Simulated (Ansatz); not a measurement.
Base system: InP in the zinc blende structure (space group F-43m, No. 216; a = 5.8788 Å). Axes: x, y, z lie along the cube axes.

Level of theory: Kohn–Sham DFT with the PBEsol functional, run in Ansatz (a first-principles code) with PAW and 420 eV plane waves, no spin-orbit coupling, earlier PAW set.

For the base:

```
Item                                 Value
---------------------  -------------------
Electron mass              0.045 mₑ (at Γ)
Valence-band top at Γ  0.00, 0.00, 0.00 eV
Gap character                  direct at Γ
```

Perturbation: the cell is stretched by 3.58 % along y with no lateral relaxation; the atoms relax in the strained cell.

**Question.** Estimate the effect on the electron mass, valence-band top at Γ, gap character and energy relative to the base.

**Answer.** The electron mass becomes 0.038 mₑ along y, 0.027 mₑ across (at Γ) (base: 0.045 mₑ (at Γ)); the valence-band top at Γ (three highest levels, from the VBM) goes from 0.00, 0.00, 0.00 eV to 0.00, 0.00, -0.17 eV; the gap character remains direct at Γ; the energy goes up by 9.3 meV/atom.

Effective masses come from finite differences of ±0.01 Å⁻¹. Stability against distortions was not tested. k-point labels follow each cell's own Brillouin zone.
